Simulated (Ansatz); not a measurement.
# Mo: response to strain

Base system: Mo in the bcc (W type) structure (space group Im-3m, No. 229).

```yaml
crystal:
  lattice:
    - [-1.57529, 1.57529, 1.57529]
    - [1.57529, -1.57529, 1.57529]
    - [1.57529, 1.57529, -1.57529]
  atoms:
    - { symbol: Mo, position: [0.00000, 0.00000, 0.00000] }
```

Cartesian axes are those of the cell as printed.

Strains are applied to the cell and any free atomic positions relax; under biaxial strain the out-of-plane vector relaxes too.

Method: Ansatz (a program for electronic structure) r2SCAN, no SOC.

Notes on the quantities. pressure: mean of the normal stresses, compression positive; energy relative to the base: free energy F.

| case | pressure | shortest interatomic distance | energy relative to the base |
|---|---|---|---|
| base | 0.0 GPa | 2.728 Å | 0 meV/atom |
| biaxial strain −3.71 %, plane normal [001], relaxed out of plane | 14.9 GPa | 2.688 Å | +78 meV/atom |
| biaxial strain −2.89 %, plane normal [001], relaxed out of plane | 11.5 GPa | 2.696 Å | +46 meV/atom |
| biaxial strain −1.76 %, plane normal [111], relaxed out of plane | [?] | [?] | [?] |
| isotropic strain −5.29 % | 62.2 GPa | 2.584 Å | +0.397 eV/atom |
| isotropic strain +0.18 % | -1.4 GPa | 2.733 Å | +0.4 meV/atom |
| uniaxial strain ε_xx = +1.06 % | -2.8 GPa | 2.738 Å | +2.6 meV/atom |
| uniaxial strain ε_yy = −2.73 % | 8.1 GPa | 2.704 Å | +18 meV/atom |
| uniaxial strain ε_zz = −0.19 % | 0.5 GPa | 2.727 Å | +0.1 meV/atom |
| tensor shear ε_yz = −3.10 % | 0.8 GPa | 2.672 Å | +19 meV/atom |

Problem. Complete the table.

Solution. 
- biaxial strain −1.76 %, plane normal [111], relaxed out of plane, pressure: 4.9 GPa
- biaxial strain −1.76 %, plane normal [111], relaxed out of plane, shortest interatomic distance: 2.692 Å
- biaxial strain −1.76 %, plane normal [111], relaxed out of plane, energy relative to the base: +12 meV/atom

Without a gap, meshes like the base's 21×21×21 leave anisotropic stresses uncertain by several tenths of a GPa, and small strain energies with them. No phonon test of stability was made. The final runs are not spin-polarised.
